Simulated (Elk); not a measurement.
Band structure of Fe (Im-3m, 1 atom in the cell).

```
CELL_PARAMETERS angstrom
     -1.41320     1.41320     1.41320
      1.41320    -1.41320     1.41320
      1.41320     1.41320    -1.41320
ATOMIC_POSITIONS crystal
  Fe 0.00000 0.00000 0.00000
```
Moments meant for the start (each program seeds them in its own way; μB, in the order of the atoms Fe): 4.0.

Level of theory: PBE, all-electron FP-LAPW, Elk's shipped species files, APW+lo basis with extra local orbitals (Elk).

Settings: xctype = 20; spinpol = true; rgkmax = 7.5; swidth = 0.00367493 Ha; ngridk = 16 16 16; reducebf = 0.7; gmaxvr = 16 1/bohr; nxlo = 2; lorbcnd = true; rmtscf = 0.9; lmaxi = 2; maxscl = 100; bfcmt = [[0.0, 0.0, -1.0]].

The starting cell comes from a database of computed structures (which also holds hypothetical and non-ambient phases and stackings), without a prior relaxation at this level. Its lattice was rescaled by a random factor within 2.5 % of one. With one magnetic atom in the cell only a parallel order is possible. Values depend on the basis (sphere radii, cutoffs, local orbitals), which need not be converged.

Levels in eV from the Fermi level, bands 6 to 11 of the first spin channel:
```
point      6      7      8      9     10     11
-----  -----  -----  -----  -----  -----  -----
Γ      -2.31  -2.31  -2.31  -1.08  -1.08  24.28
H      -4.92   0.19   0.19   0.19   9.71   9.72
N      -3.42  -1.01  -0.88   0.31   0.45   7.33
P      -3.29  -3.29  -0.82  -0.82   8.57   8.57
```

Bands cross the Fermi level along this path, so the cell is metallic at this level.

The net moment of the cell came out as 2.12 μB.
